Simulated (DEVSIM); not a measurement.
Device: Schottky contact on p-type Si, at 350 K.

```csv
layer (left to right),material,thickness (μm),Na (cm⁻³),τn (s),τp (s)
1,Si,1.90,1e15,0.00074,0.00074
2,Si,11.0,9e17,0.00074,0.00074
```

Left contact: Schottky, work function 4.384 eV, emission velocity 1e7 cm/s. Right contact: ohmic. Voltage is applied to the left contact. Recombination: SRH at mid-gap. Mobility is constant in doping. Where it depends on doping, it is μmin + (μ − μmin)/(1 + (N/Nref)^α).

This is a model device: material constants are rounded textbook-type values typed into the input, and sizes, dopings and lifetimes were drawn at random. Values at 300 K; Nc and Nv go as T^1.5, mobilities as T to minus their exponent, the gap by Varshni's rule with the affinity fixed. The table also holds parameters that only a changed run uses.

```
parameter               Si
----------------  --------
gap (eV)             1.124
affinity (eV)         4.05
permittivity          11.7
Nc (cm⁻³)          2.86e19
Nv (cm⁻³)           3.1e19
μn (cm²/Vs)           1417
μp (cm²/Vs)            470
μn,min                  52
μp,min                  45
Nref,n              9.7e16
Nref,p              2.2e17
αn                    0.68
αp                    0.72
T exponent of μn       2.3
T exponent of μp       2.2
Cn (cm⁶/s)         2.8e-31
Cp (cm⁶/s)         9.9e-32
Varshni α (eV/K)  0.000473
Varshni β (K)          636
```

Model (solved in DEVSIM): 1D drift-diffusion, Boltzmann statistics, complete ionisation; no tunnelling, impact ionisation, image-force lowering or self-heating. Metal contacts follow the ideal Schottky-Mott rule: no Fermi-level pinning, no interface dipoles.

Base results: potential step across the device at zero bias (V) 0.663; dark forward voltage at 1 A/cm² (V) 0.293; dark forward voltage at 100 A/cm² (V) 0.571.

What follows from this one change: temperature 350 → 450 K?

potential step across the device at zero bias 0.663 → 0.586 V; dark forward voltage at 1 A/cm² 0.293 → 0.119 V; dark forward voltage at 100 A/cm² 0.571 → 0.408 V.

What follows from this one change: metal work function 4.384 → 4.434 eV?

potential step across the device at zero bias 0.663 → 0.613 V; dark forward voltage at 1 A/cm² 0.293 → 0.244 V; dark forward voltage at 100 A/cm² 0.571 → 0.559 V.

What follows from this one change: thickness of layer 1 1.9 → 0.66 μm?

potential step across the device at zero bias little changed (0.663 V); dark forward voltage at 1 A/cm² 0.293 → 0.289 V; dark forward voltage at 100 A/cm² 0.571 → 0.497 V.

What follows from this one change: doping Na of layer 1 1e+15 → 3e+15 cm^-3?

potential step across the device at zero bias little changed (0.663 V); dark forward voltage at 1 A/cm² 0.293 → 0.275 V; dark forward voltage at 100 A/cm² 0.571 → 0.527 V.

What follows from this one change: doping-dependent mobility in place of the constant one?

potential step across the device at zero bias little changed (0.663 V); dark forward voltage at 1 A/cm² little changed (0.294 V); dark forward voltage at 100 A/cm² 0.571 → 0.577 V.
